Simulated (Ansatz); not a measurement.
Levels about the gap of amorphous Ti$_{20}$O$_{42}$Hf (63 atoms in a cell of 775 Å³, 3.88 g/cm³; zone centre alone, so wide bands show as single levels with stretches between that a denser mesh fills), at the geometry that PBE relaxed, where it gives 0.5 GPa on a denser mesh. The participation number counts the atoms over which a state spreads; weights are charges in smoothed Voronoi cells. The levels come from a single point, so bond lengths are those of that geometry. Method of the levels: PBE, scalar-relativistic without spin-orbit coupling (Ansatz, a quantum-chemistry and plane-wave program). Sampling: the zone centre alone; Fermi-Dirac width 0.02 eV; no spin polarisation.

A CHGNet melt-quench gave the starting glass, which DFT then relaxed. O atoms were pushed apart under 1.9 Å during the dynamics, to hinder bonds among them. The hot cell started wider than the set density and was brought back towards it in steps. It is the lowest in DFT energy of 2 quenches. It is a model cell: composition and starting density were chosen by hand, and all elements were melted together. No dispersion term was used. Its density started from a set value of 3.88 and ended at 3.88 g/cm³. The quench (nominally 360 K/ps over its main leg) was far faster than any real one, so the model tends to hold more defects than a real film. A cell of this size samples the disorder only roughly. The volume was held where the preparation left it and the shape relaxed, at a PBE pressure of 0.5 GPa. Stress components on the final sampling reach 0.5 GPa. On a 2×2×2 Γ-centred mesh force components of up to 0.12 eV/Å stay, since the relaxation ran on the zone centre alone.

| E - E(highest filled), eV | filling | participation number | largest on | weight O | weight Ti | weight Hf |
|---|---|---|---|---|---|---|
| -0.26 | filled | 24.9 | O, 3 neighbours | 0.92 | 0.08 | 0.00 |
| -0.25 | filled | 22.8 | O, 3 neighbours | 0.92 | 0.08 | 0.00 |
| -0.21 | filled | 19.7 | O, 3 neighbours | 0.93 | 0.07 | 0.00 |
| -0.18 | filled | 9.7 | O, 2 neighbours | 0.93 | 0.07 | 0.00 |
| -0.12 | filled | 19.1 | O, 2 neighbours | 0.93 | 0.07 | 0.00 |
| -0.06 | filled | 25.0 | O, 3 neighbours | 0.92 | 0.08 | 0.00 |
| 0.00 | filled | 24.0 | O, 3 neighbours | 0.93 | 0.07 | 0.00 |
| 2.78 | empty | 19.4 | Ti, 5 neighbours | 0.20 | 0.79 | 0.01 |
| 2.86 | empty | 17.5 | Ti, 6 neighbours | 0.19 | 0.80 | 0.00 |
| 2.91 | empty | 19.7 | Ti, 6 neighbours | 0.18 | 0.82 | 0.00 |
| 2.95 | empty | 17.1 | Ti, 6 neighbours | 0.19 | 0.81 | 0.00 |
| 2.99 | empty | 18.6 | Ti, 6 neighbours | 0.19 | 0.81 | 0.00 |
| 3.03 | empty | 18.5 | Ti, 6 neighbours | 0.20 | 0.79 | 0.00 |
| 3.10 | empty | 12.9 | Ti, 6 neighbours | 0.20 | 0.80 | 0.00 |

Most localised among these is the filled level at -0.18 eV, on a O atom, which has 2 neighbours (Ti 1.77 Å, Ti 1.89 Å).
